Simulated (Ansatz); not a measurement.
H2O on the (000-1) surface of 4H silicon carbide (H on every top atom; a constructed slab, bottom: 1 H on 1 bottom sites), one in a cell of 33 Å², started at the site 'hollow H-H-H over Si at depth 4.2 Å'

Host crystal: 4H silicon carbide, with a band gap (PBE, scalar-relativistic without spin-orbit coupling).

Computed with HSE06, at the PBE geometry (plane waves to 420 eV, PAW; Ansatz, an electronic-structure program).

Model: 43-atom slab, 10.8 Å thick at the start with caps and adatoms under the adsorbate (thin: gaps and levels are the slab's own), 3x3x1 mesh, Fermi-Dirac 0.01 eV, dipole correction, single point; no symmetry held, on the structure that PBE left; no spin, no spin-orbit, no U, no dispersion correction. At the end no host atom lies within bonding distance. In PBE it is, or lies within 0.03 eV of, the lowest of the starts that converged; the order may differ at this level.

```json
{
 "adsorption energy against H2O(g) at the same level": "-0.053 eV",
 "gap_of_the_slab_on_its_k_mesh": "3.45 eV",
 "highest_filled_level_below_the_top_vacuum_level": "4.80 eV",
 "change_of_the_step_from_the_bottom_to_the_top_vacuum_level_against_the_clean_slab": "0.23 eV",
 "height of the binding atom over the mean of the host atoms within 0.3 Å of the top one": "2.341 Å",
 "nearest_host_atoms_of_the_binding_atom": "H at 2.79 Å, H at 2.98 Å, H at 3.16 Å",
 "cost": "about 30 core-minutes (a rough figure)"
}
```

A negative adsorption energy means that the adsorbate is more stable on the surface than in its reference.
